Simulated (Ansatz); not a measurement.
# C11b WSi₂

These are r²SCAN0 in Ansatz (plane waves, PAW) values and carry that method's errors.

Run with plane-wave cutoff 520 eV, 12×12×12 k mesh, Fermi–Dirac smearing 0.05 eV, no spin polarisation, scalar-relativistic PAW data made under PBE.

Cell (relaxed at this level):

```
CELL_PARAMETERS angstrom
     -1.59728     1.59728     3.88030
      1.59728    -1.59728     3.88030
      1.59728     1.59728    -3.88030
ATOMIC_POSITIONS crystal
  Si 0.66433 0.66433 0.00000
  Si 0.33567 0.33567 0.00000
  W  0.00000 0.00000 0.00000
```

```yaml
equilibrium_lattice_constant_a: 3.195 Å
lattice_parameter_c: 7.761 Å
```

Measured, for comparison: lattice constant a 3.214 Å, lattice parameter c 7.831 Å (temperature not stated, no zero-point or thermal correction; as tabulated in Pavlosiuk et al. (2022), arXiv:2202.05362). Computed (rounded) less measured: lattice constant a -0.6 %, lattice parameter c -0.9 %. A static lattice is as a rule a little smaller and stiffer than an uncorrected measurement, which narrows the difference in the lattice constant a, lattice parameter c and would widen misses of the other sign.

Note: the run has no spin polarisation, so it can have missed a magnetic state.

Spin–orbit coupling is not included.

Cost on a shared machine: very roughly 5 core-hours.

Ansatz is a program for electronic structure.
